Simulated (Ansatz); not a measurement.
Defect: As vacancy in zinc-blende AlAs, charge state +1. Computed with PBE, PAW (plane waves to 420 eV; Ansatz, a first-principles code).

64-site cell at the relaxed PBE lattice, one k-point at (0.250, 0.250, 0.250), smearing 0.01 eV, spin-restricted, no finite-size correction. Energies are static. The charge state is imposed; whether it is stable for some Fermi level was not computed. Forms of the defect that were not tried may lie lower.

Barriers: single points on a 2×2×2 k-point mesh shifted by half a step at the bands' geometries (they differ from the bands' own by up to 0.05 eV, and are uncertain by about as much).

The only route run: one As atom jumps into the vacancy from a nearby As site; the atom moves 4.09 Å along (0.00, -0.50, -0.50) of the unit cell; the moving atom starts with neighbours Al at 2.42, 2 Al at 2.49, Al at 2.51 Å and ends with 3 Al at 2.48, Al at 2.49 Å. Its barrier is 2.04 eV. The program found a first-order saddle point. The defect has 12 equivalent sites to jump to, 4.05 Å away. Attempt frequency: take 10 THz as a typical guess.

Task: Estimate the defect's diffusion coefficient at 300 K, how far it wanders in 10 years, and how much an error of 0.1 eV in the barrier would matter.

Result: kT = 0.0259 eV, so each jump happens at Γ = ν exp(−E/kT) = 1.0e13 × exp(−78.91) ≈ 5.4e-22 s⁻¹. For uncorrelated jumps in a cubic host D = z λ² Γ / 6 = 12 × (4.05e-8 cm)² × 5.4e-22 / 6 ≈ 1.8e-36 cm²/s. The root-mean-square distance is √(6Dt) ≈ 6e-7 nm, less than one jump, so the defect is frozen in. An error of 0.1 eV changes D by a factor exp(0.1/kT) ≈ 48, and the distance by its square root. This is the isolated defect's own diffusivity; trapping, its concentration and zero-point motion are left out.
